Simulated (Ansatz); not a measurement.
The reference is TaGe₂ in the fluorite structure (space group Fm-3m, No. 225; a = 6.276 Å; a hypothetical phase, not in the database extracts checked; relaxed with 0.1 eV smearing). Axes: x, y, z lie along the cube axes.

All numbers come from Ansatz (a first-principles code), PBE, PAW, cutoff 420 eV, no spin-orbit coupling.

Now apply this change: every lattice vector is shortened by 1.85 %; the atoms relax in the strained cell.

Task: Predict the stress tensor and what it implies for the stiffness.

Result: Stress of the strained cell less that of the base (GPa, compression positive):
```
    6.3     0.0     0.0
    0.0     6.3     0.0
    0.0     0.0     6.3
```

Then B = −ΔP/(ΔV/V₀) with ΔV/V₀ = -0.0545 gives secant stiffness values (nonlinear terms included at this strain): B ≈ 115 GPa.

As a check, the harmonic strain energy −½ V₀ Δσ:ε is 22 meV/atom; the computed energy rise is 21 meV/atom.

No phonon test of stability was made. All final runs are without spin polarisation. TaGe2 has a high density of states at the Fermi level and may be magnetic at this level.
